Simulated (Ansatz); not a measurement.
For Ta₂N (model structure, started from the Cu2Sb type, P4/nmm, No. 129, 6 atoms in the cell), PBEsol in Ansatz (plane waves, PAW) gives:

```
Property                         Result
------------------------------  -------
equilibrium lattice constant a  3.602 Å
lattice parameter c             6.176 Å
```

Problem. What does PBE-D3(BJ) (Ansatz, an electronic-structure program, PAW) give for the same quantities?

Solution. 
- lattice constant a: 3.611 Å (grows by 0.2 %)
- lattice parameter c: 6.194 Å (grows by 0.3 %)

Changes are worked out from the printed values.

Unless a cell is named, each level is at its own relaxed cell (PBEsol 13.36, PBE-D3(BJ) 13.46 Å³/atom).

Levels without +SOC leave out spin–orbit coupling, which shifts energies and cells of such heavy elements.

Ansatz's density-functional and Hartree–Fock values are scalar-relativistic unless marked +SOC, with PAW data made under PBE.

A model structure was made by putting elements into a prototype or built by hand; it is no filed structure, need not be a known phase, and can be a saddle point held by its symmetry.
